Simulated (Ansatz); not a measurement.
# Hypothetical CsCl type SiGe, response to strain

Take SiGe in the CsCl type structure (space group Pm-3m, No. 221; a = 3.245 Å; a hypothetical phase, not in the database extracts checked; relaxed with 0.1 eV smearing) as the base. Axes: x, y, z lie along the cube axes.

Strains are applied to the cell and any free atomic positions relax; under biaxial strain the out-of-plane vector relaxes too.

Levels (all Ansatz, a first-principles code, PAW): PBE (420 eV, without spin-orbit coupling); PBEsol (420 eV, spin-orbit coupling left out).

The base cell above is that of PBE; each level relaxes its own structures.

Notes on the quantities. energy relative to the base: free energy F.

| case | energy relative to the base, PBE | energy relative to the base, PBEsol |
|---|---|---|
| biaxial strain +1.76 %, plane normal [110], relaxed out of plane | +0.9 meV/atom | … |
| biaxial strain −4.21 %, plane normal [111], relaxed out of plane | +9.3 meV/atom | +13 meV/atom |
| isotropic strain +2.19 % | +16 meV/atom | +17 meV/atom |
| isotropic strain +4.02 % | +49 meV/atom | … |
| strain tensor (xx, yy, zz, yz, xz, xy) = (−0.15, −1.78, +0.42, +1.97, +0.26, −0.08) % | +1.7 meV/atom | +2.5 meV/atom |

Q: What belongs in the blanks?

A: 
- biaxial strain +1.76 %, plane normal [110], relaxed out of plane, energy relative to the base, PBEsol: +1.8 meV/atom
- isotropic strain +4.02 %, energy relative to the base, PBEsol: +55 meV/atom

PBE lies below PBEsol in every row, by 0.8 meV/atom to 5.5 meV/atom. They put the cases in the same order.

No phonon test of stability was made. The final runs are not spin-polarised.
